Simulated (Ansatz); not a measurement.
Consider ZnSe in the zinc blende structure (space group F-43m, No. 216; a = 5.6335 Å).

It is then changed as follows: full substitution Se → S, then cell and atoms are relaxed.

Levels (all Ansatz, an electronic-structure program, PAW): PBEsol (420 eV, without spin-orbit coupling); HSE06+SOC (420 eV, spin-orbit coupling included).

The geometry is relaxed with PBEsol.

| Property | Value |
|---|---|
| PBEsol band gap | 2.09 eV |
| PBEsol valence-band top at Γ | 0.00, 0.00, 0.00 eV |

### Question
How does going to HSE06+SOC change the band gap and valence-band top at Γ?

### Answer
The band gap rises by 1.348 eV, from 2.09 eV to 3.43 eV; the valence-band top at Γ (three highest Kramers pairs, from the VBM) goes from 0.00, 0.00, 0.00 eV to 0.00, 0.00, -0.08 eV. The threefold valence maximum splits by Δso ≈ 0.08 eV.

Single points use the geometry relaxed with PBEsol. Differences between runs with and without spin-orbit coupling are approximate. Whether these cells are dynamically stable was not tested.
